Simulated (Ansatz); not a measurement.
**BaTe in the rock salt structure (space group Fm-3m, No. 225)**

Space group Fm-3m (No. 225); a = 6.9414 Å, b = 6.9414 Å, c = 6.9414 Å, α = 90.00°, β = 90.00°, γ = 90.00°

```json
[
 {"atom": "Ba", "site": "4a", "symmetry": "m-3m", "x": "0.0000", "y": "0.0000", "z": "0.0000"},
 {"atom": "Te", "site": "4b", "symmetry": "m-3m", "x": "0.5000", "y": "0.5000", "z": "0.5000"}
]
```
(The calculation used a cell of 2 atoms; values per cell refer to that cell.)

Calculations: PBEsol/PAW in Ansatz (an electronic-structure program), scalar-relativistic without spin-orbit coupling. Settings: 8×8×8 k-points, 0.05 eV Fermi–Dirac smearing.

```yaml
volume_per_atom: 41.81 Å³
density: 5.26 g/cm³
band_gap: 1.46 eV, indirect, Γ → X
electron_mass: 1.3 mₑ along k, 0.26 mₑ across
Hole mass (degenerate bands, along [100]): 0.15, 1.2, 1.2 mₑ
Lowest conduction-band minima above the VBM: X along ⟨100⟩ 1.46 eV; a point along ⟨111⟩, about 0.2 Å⁻¹ from Γ 2.93 eV
total_energy: -6383.855 eV/atom (σ→0; compares only within this code and set-up)
```

Spin-orbit coupling, missing from the scalar runs, can matter with Te. Masses are band curvatures over ±0.01 Å⁻¹ around the edge. Along k means along the line from Γ to the band edge. No phonon test of stability was made.
